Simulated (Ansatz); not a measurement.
Structure of amorphous Al₃₀O₃₃N₈ (periodic cell):

```yaml
crystal:
  lattice:
    - [9.26790, 0.08534, -0.00536]
    - [0.08534, 9.23582, -0.02821]
    - [-0.00536, -0.02821, 9.37079]
  atoms:
    - { symbol: Al, position: [0.59429, 0.06087, 0.87678] }
    - { symbol: Al, position: [0.74817, 0.46090, 0.76952] }
    - { symbol: Al, position: [0.64003, 0.56192, 0.15293] }
    - { symbol: Al, position: [0.43423, 0.35028, 0.90175] }
    - { symbol: Al, position: [0.93329, 0.18733, 0.82732] }
    - { symbol: Al, position: [0.89434, 0.02404, 0.04609] }
    - { symbol: Al, position: [0.51778, 0.62660, 0.69422] }
    - { symbol: Al, position: [0.01854, 0.36226, 0.57971] }
    - { symbol: Al, position: [0.90626, 0.35109, 0.22856] }
    - { symbol: Al, position: [0.23517, 0.78478, 0.91082] }
    - { symbol: Al, position: [0.71529, 0.46429, 0.44807] }
    - { symbol: Al, position: [0.59695, 0.83986, 0.38466] }
    - { symbol: Al, position: [0.33841, 0.51443, 0.09873] }
    - { symbol: Al, position: [0.88793, 0.81831, 0.36635] }
    - { symbol: Al, position: [0.82382, 0.68028, 0.61037] }
    - { symbol: Al, position: [0.96377, 0.68134, 0.11573] }
    - { symbol: Al, position: [0.07133, 0.46392, 0.94762] }
    - { symbol: Al, position: [0.73015, 0.78423, 0.92129] }
    - { symbol: Al, position: [0.32518, 0.07736, 0.38879] }
    - { symbol: Al, position: [0.21251, 0.38144, 0.38640] }
    - { symbol: Al, position: [0.72515, 0.08529, 0.56426] }
    - { symbol: Al, position: [0.41291, 0.63735, 0.38640] }
    - { symbol: Al, position: [0.27634, 0.11633, 0.72740] }
    - { symbol: Al, position: [0.43729, 0.84876, 0.12153] }
    - { symbol: Al, position: [0.05258, 0.12995, 0.30405] }
    - { symbol: Al, position: [0.03886, 0.96834, 0.60968] }
    - { symbol: Al, position: [0.49789, 0.32876, 0.56707] }
    - { symbol: Al, position: [0.34147, 0.84615, 0.61348] }
    - { symbol: Al, position: [0.24267, 0.13770, 0.02559] }
    - { symbol: Al, position: [0.10246, 0.66515, 0.46991] }
    - { symbol: O, position: [0.35204, 0.26762, 0.45714] }
    - { symbol: O, position: [0.30164, 0.51045, 0.28418] }
    - { symbol: O, position: [0.74693, 0.68602, 0.42856] }
    - { symbol: O, position: [0.92296, 0.87948, 0.18295] }
    - { symbol: O, position: [0.87797, 0.89274, 0.90752] }
    - { symbol: O, position: [0.90029, 0.10487, 0.64910] }
    - { symbol: O, position: [0.22913, 0.15476, 0.22299] }
    - { symbol: O, position: [0.12506, 0.23775, 0.69614] }
    - { symbol: O, position: [0.73581, 0.43331, 0.26432] }
    - { symbol: O, position: [0.18495, 0.93419, 0.73733] }
    - { symbol: O, position: [0.91786, 0.38518, 0.84709] }
    - { symbol: O, position: [0.35606, 0.71929, 0.75973] }
    - { symbol: O, position: [0.45458, 0.96435, 0.29706] }
    - { symbol: O, position: [0.62399, 0.01706, 0.70002] }
    - { symbol: O, position: [0.05519, 0.12065, 0.96091] }
    - { symbol: O, position: [0.76331, 0.15007, 0.93058] }
    - { symbol: O, position: [0.34693, 0.69089, 0.03910] }
    - { symbol: O, position: [0.66300, 0.25839, 0.50105] }
    - { symbol: O, position: [0.26822, 0.74928, 0.46027] }
    - { symbol: O, position: [0.90117, 0.15977, 0.19101] }
    - { symbol: O, position: [0.74660, 0.96024, 0.41713] }
    - { symbol: O, position: [0.77441, 0.65482, 0.05887] }
    - { symbol: O, position: [0.52034, 0.44581, 0.05560] }
    - { symbol: O, position: [0.58195, 0.89895, 0.98942] }
    - { symbol: O, position: [0.36708, 0.03359, 0.57527] }
    - { symbol: O, position: [0.98536, 0.47184, 0.11343] }
    - { symbol: O, position: [0.01281, 0.66769, 0.30443] }
    - { symbol: O, position: [0.51076, 0.77062, 0.54514] }
    - { symbol: O, position: [0.07910, 0.66605, 0.95015] }
    - { symbol: O, position: [0.52194, 0.50689, 0.48927] }
    - { symbol: O, position: [0.27792, 0.93942, 0.03037] }
    - { symbol: O, position: [0.15880, 0.49581, 0.54257] }
    - { symbol: O, position: [0.12211, 0.01894, 0.43925] }
    - { symbol: N, position: [0.40400, 0.15230, 0.88087] }
    - { symbol: N, position: [0.24932, 0.38324, 0.97953] }
    - { symbol: N, position: [0.02704, 0.31122, 0.38476] }
    - { symbol: N, position: [0.84759, 0.47365, 0.59455] }
    - { symbol: N, position: [0.53209, 0.70584, 0.24520] }
    - { symbol: N, position: [0.97347, 0.79262, 0.55805] }
    - { symbol: N, position: [0.70203, 0.66295, 0.76666] }
    - { symbol: N, position: [0.53877, 0.41696, 0.74703] }
```

Methods: PBE, scalar-relativistic without spin-orbit coupling (Ansatz, an electronic-structure program); r2SCAN, scalar-relativistic without spin-orbit coupling (Ansatz). Neutral PBE cell, which sets geometry, pressure and energy: sampling: a 2×2×2 Γ-centred mesh; Fermi-Dirac width 0.02 eV; no spin polarisation.

It comes from a melt-quench run on a machine-learned potential (CHGNet), relaxed afterwards by DFT. O and N atoms were pushed apart under 1.9 Å during the dynamics, to hinder bonds among them. The hot cell started wider than the set density and was brought back towards it in steps. It is the lowest in DFT energy of 2 quenches. It is a model cell: composition and starting density were chosen by hand, and all elements were melted together. No dispersion term was used. A short ab initio anneal came between quench and relaxation. Its density started from a set value of 3.00 and ended at 3.00 g/cm³. The quench (nominally 290 K/ps over its main leg) was far faster than any real one, so the model tends to hold more defects than a real film. One small periodic cell is one sample of the glass; other quenches scatter about these values. The volume was held where the preparation left it and the shape relaxed.

Q: Give the pressure and the spacing of the highest filled and lowest empty levels.

A: 
```json
{
  "Pressure on a 2×2×2 Γ-centred mesh": "1.67 GPa",
  "Largest force and stress component on that mesh (the relaxation ran on the zone centre alone)": "0.06 eV/Å and 1.7 GPa",
  "Level gap on a 2×2×2 Γ-centred mesh (PBE)": "2.72 eV",
  "Level gap at the zone centre (PBE)": "2.71 eV",
  "Level gap at the zone centre (r2SCAN)": "3.28 eV",
  "Distance between the nearest levels spread over more than a fifth of the atoms or a third of the atoms of their main element (six at least) (PBE, zone centre)": "3.17 eV"
}
```

Q: At PBE and the zone centre, how localised are the states just below and above the Fermi level (participation number: the atoms over which a state spreads)?

A: The highest filled state is spread over 3.1 atoms' worth, largest on O35, with weights by element (charge in smoothed Voronoi cells) O 0.89, N 0.06, Al 0.05. The lowest empty state is spread over 50.6 atoms' worth, largest on Al2, with weights by element (charge in smoothed Voronoi cells) Al 0.45, O 0.42, N 0.13.

At PBE the levels at the filled edge of the gap are localised (band-tail or defect states), and the nearest spread-out levels lie 3.2 eV apart at the zone centre.

Cut-offs for bonds: Al-Al 2.66 Å, Al-O 2.34 Å, Al-N 2.46 Å, O-O 1.58 Å, O-N 1.64 Å, N-N 1.70 Å. Two cations that share two anions don't count as bonded, nor two that share one unless they lie closer than Al-Al 2.59 Å.
